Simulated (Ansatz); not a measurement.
An Ansatz (a program for electronic structure) run: CuAu with a change (uniaxial strain ε_xx = −1.00 %); PBEsol (Ansatz; PAW; 420 eV plane waves; no SOC).

Input:

Ansatz 0.2 input:
```yaml
crystal:
  lattice:
    - [2.7847241529, 0, 0]
    - [0, 2.8128526797, 0]
    - [0, 0, 3.5929556473]
  atoms:
    - { symbol: Cu, position: [0, 0, 0] }
    - { symbol: Au, position: [0.5, 0.5, 0.5] }
basis: { ecutwfc: 420, ecutrho_ratio: 4, xc_grid: 2, fft_grid_basis: typed }
kpoints: { mp_grid: { grid: [20, 20, 16] } }
hamiltonian:
  xc: pbesol
  dispersion: none
  pseudopotentials: { kind: paw }
scf: { occupations: { method: fermi_dirac, width: 0.1 }, convergence: { dr2_threshold: 0.0000000002 } }
relax: { f_tol: 0.005, max_steps: 50 }
output: { forces: true, stress: true }
checkpoint: { write: state.ck, write_every: 1000 }
```

Output (explanatory and most iteration lines left out):

```
Relaxation: its limit of steps is 50 (relax.max_steps)
Pseudopotential: Cu, paw, valence charge 19
Pseudopotential: Au, paw, valence charge 19
Crystal: 2 atoms, lattice volume = 28.144 Å³
Basis set: ecut = 420 eV, 545 PW (Γ), exchange–correlation on 40×40×50 points (8 copies of the dense FFT grid, shifted against one another)
Bands: 23, of which v1, the nominal top of the filled ones, is band 19 counted from 1 (18 counted from 0)
Symmetry: 8 space group operations
Space group: Pmmm (ITA 47), of the structure as read, at distance tolerance 3.0e-5 Å
k-points: 1089 of 6400
Functional: x = pbesol(κ = 0.804, μ = 0.12345679012345678), c = pbesol(β = 0.046)
SCF iter   1: F=—  HF=-19596.000171 eV  |F-HF|=—  |Δ(HF+E_count)|=         —  Δρ=1.73e-2  dr2=5.01e-2  ethr=1.77e-3  ⟨swp⟩=5.0  Hψ=93931  notcnv=0
SCF iter   2: F=—  HF=-19595.991487 eV  |F-HF|=—  |Δ(HF+E_count)|=   8.68e-3  Δρ=3.01e-3  dr2=2.04e-3  ethr=1.32e-4  ⟨swp⟩=2.0  Hψ=43614  notcnv=0  defer=27
SCF 1 converged in 9 iterations: F = -19595.990467 eV  dr2 = 1.27e-10
relax step   1: F+E_penalty+E_count = -19595.99046684 eV  Δ(F+E_penalty+E_count) = +0.000e0 eV  max|allowed force component| = 2.587e-28 eV/Å  Δτ_max = 0.0000 Å  (9 SCF iters, accepted)
SCF converged after 9 iterations
Free energy (F): -19595.990467 eV
Internal energy: -19595.971433 eV  (E = F + TS)
E sigma→0 (E₀):  -19595.980950 eV
Entropy (-TS):   -0.019033 eV (-9.517 meV/atom)
Fermi energy:    19.668918 eV
--- Forces (eV/Å), atoms counted from 1 ---
  atom   1  Cu     0.00000000     0.00000000     0.00000000
  atom   2  Au    -0.00000000     0.00000000     0.00000000
--- Stress (GPa, compression-positive) ---
        2.259218       0.000000      -0.000000
        0.000000       1.494492      -0.000000
       -0.000000      -0.000000       1.640821
  P = ⅓ Tr σ = 1.7982 GPa (17.982 kbar)
--- Relaxed structure (1 steps of the walk, 1 accepted, 0 SCFs on fresh bases) ---
  atoms:
    - { symbol: Cu, position: [0.0, 0.0, 0.0] }
    - { symbol: Au, position: [0.5, 0.5000000000000001, 0.5000000000000001] }
```

Stability against distortions was not tested. All final runs are without spin polarisation. The cell was made from CuAu (space group P4/mmm, No. 123) by this change: uniaxial strain ε_xx = −1.00 %.
